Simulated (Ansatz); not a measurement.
For Ni₂Ge (Pnma, No. 62, 12 atoms in the cell; start mp-17383), LDA (PAW; Ansatz, a first-principles code) gives:

```
Quantity                       Result
---------------------  --------------
volume per atom         11.10 Å³/atom
enthalpy of formation  -0.375 eV/atom
```

What does r²SCAN-D4 (PAW; Ansatz) give for the same quantities?


- equilibrium volume per atom: 11.44 Å³/atom (goes up by 3.1 %)
- formation enthalpy: -0.280 eV/atom (moves by +0.095 eV/atom)

Changes are worked out from the printed values.

Unless a cell is named, each level is at its own relaxed cell (LDA 11.10, r²SCAN-D4 11.44 Å³/atom).

The crystal itself was run without spin with LDA, r²SCAN-D4; a magnetic state was not tried in these runs.

Caveats: the relaxation could not lower the start's symmetry, so the cell can be a saddle point above a distorted one (LDA, r²SCAN-D4). Ansatz's density-functional and Hartree–Fock values are scalar-relativistic unless marked +SOC, with PAW data made under PBE.

A start named mp-… is a Materials Project structure, which need not be a measured phase.
